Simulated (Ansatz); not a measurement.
SrTiO3, response to strain

The reference is SrTiO₃ in the cubic perovskite structure (space group Pm-3m, No. 221; a = 3.907 Å). Axes: x, y, z lie along the cube axes.

Strains are applied to the cell and any free atomic positions relax; under biaxial strain the out-of-plane vector relaxes too.

The values are results of Ansatz (a program for electronic structure), r2SCAN, PAW, cutoff 500 eV, no SOC, not measurements.

Notes on the quantities. pressure: mean of the normal stresses, compression positive; energy relative to the base: free energy F.

| case | pressure | energy relative to the base | band gap | smallest direct gap |
|---|---|---|---|---|
| base | -0.01 GPa | 0 meV/atom | 2.26 eV | 2.63 eV |
| biaxial strain −2.43 %, plane normal [001], relaxed out of plane | 7.30 GPa | +19 meV/atom | 2.25 eV | 2.65 eV |
| biaxial strain −0.85 %, plane normal [001], relaxed out of plane | 2.33 GPa | +2.2 meV/atom | 2.26 eV | 2.64 eV |
| biaxial strain −1.29 %, plane normal [110], relaxed out of plane | 3.58 GPa | +5.0 meV/atom | 2.25 eV | 2.57 eV |
| isotropic strain +3.86 % | -16.77 GPa | +83 meV/atom | 1.99 eV | 2.41 eV |
| uniaxial strain ε_xx = −5.97 % | 14.61 GPa | +58 meV/atom | 2.30 eV | 2.59 eV |
| uniaxial strain ε_xx = +4.27 % | -6.79 GPa | +21 meV/atom | 2.09 eV | 2.53 eV |
| tensor shear ε_yz = +0.29 % | -0.01 GPa | +0.2 meV/atom | 2.25 eV | 2.60 eV |

No phonon test of stability was made. All final runs are without spin polarisation. Many cubic perovskites are stable only at high temperature; tilts and polar distortions were not tested.
